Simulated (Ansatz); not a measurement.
We consider C (model structure, started from the Si type, R-3, No. 148, 8 atoms in the cell), described by LDA (Ansatz, a program for electronic structure, plane waves, PAW).

Numerical settings: plane-wave cutoff 520 eV, 10×10×10 k mesh, Fermi–Dirac smearing 0.01 eV, scalar-relativistic PAW data made under PBE.

Cell (relaxed at this level):

```yaml
crystal:
  lattice:
    - [3.14039, 1.81311, 1.27418]
    - [-3.14039, 1.81311, 1.27418]
    - [0.00000, -3.62621, 1.27418]
  atoms:
    - { symbol: C, position: [0.00003, 0.69134, 0.50025] }
    - { symbol: C, position: [0.99997, 0.30866, 0.49975] }
    - { symbol: C, position: [0.50025, 0.00003, 0.69134] }
    - { symbol: C, position: [0.49975, 0.99997, 0.30866] }
    - { symbol: C, position: [0.69134, 0.50025, 0.00003] }
    - { symbol: C, position: [0.30866, 0.49975, 0.99997] }
    - { symbol: C, position: [0.70029, 0.70029, 0.70029] }
    - { symbol: C, position: [0.29971, 0.29971, 0.29971] }
```

**Question.** Predict the band gap, direct gap at Γ and bulk modulus B0.

**Answer.** 
* **band gap**: 3.46 eV (on the SCF k mesh)
* **direct gap at Γ**: 8.47 eV
* **bulk modulus B0**: 403 GPa

Note: the bulk modulus is −V dP/dV from two relaxed cells at ±2 % in volume; the relaxation could raise the start's symmetry but not lower it, so the cell can be a saddle point.

Cost on a shared machine: around 3 core-minutes (rough).

A model structure was made by putting elements into a prototype or built by hand; it is no filed structure, need not be a known phase, and can be a saddle point held by its symmetry.
